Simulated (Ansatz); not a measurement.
Phonon-limited resistivity of YSi (Cmcm) against temperature in μΩ·cm, PBEsol, DFPT electron-phonon coupling, linearised Boltzmann equation (Ansatz, a quantum-chemistry and plane-wave program), harmonic crystal at a fixed cell. x, y and z are the axes of this cell:
```yaml
crystal:
  lattice:
    - [2.11724, -5.23265, 0.00000]
    - [2.11724, 5.23265, 0.00000]
    - [0.00000, 0.00000, 3.80126]
  atoms:
    - { symbol: Y, position: [0.14060, 0.85940, 0.25000] }
    - { symbol: Y, position: [0.85940, 0.14060, 0.75000] }
    - { symbol: Si, position: [0.42389, 0.57611, 0.25000] }
    - { symbol: Si, position: [0.57611, 0.42389, 0.75000] }
```

```csv
T,ρ (x),ρ (y),ρ (z)
50 K,1.58,0.88,0.27
77 K,6.1,3.4,1.14
100 K,11.6,6.3,2.1
150 K,25,___,4.5
200 K,40,21,6.9
250 K,53,28,9.2
273 K,60,32,10.3
300 K,___,35,11.5
350 K,___,43,13.7
400 K,93,49,15.9
```

### Question
What belongs in the gaps?

### Answer

- 150 K, ρ (y): 13.6
- 300 K, ρ (x): 67
- 350 K, ρ (x): 80

A metal at this level (no band gap). Only scattering by harmonic phonons is included (no impurities, grain boundaries, electron-electron scattering or thermal expansion). Spin-orbit coupling is left out. Values near or above 100 μΩ·cm, or paths under about 2 nm, lie near resistivity saturation, where the Boltzmann equation overshoots. Halving the electron mesh (24x24x24) moves the resistivity by up to 10 %. Smearing 0.20 eV; phonons on a 4x4x4 q mesh, which this run doesn't test and which matters most at low temperature.
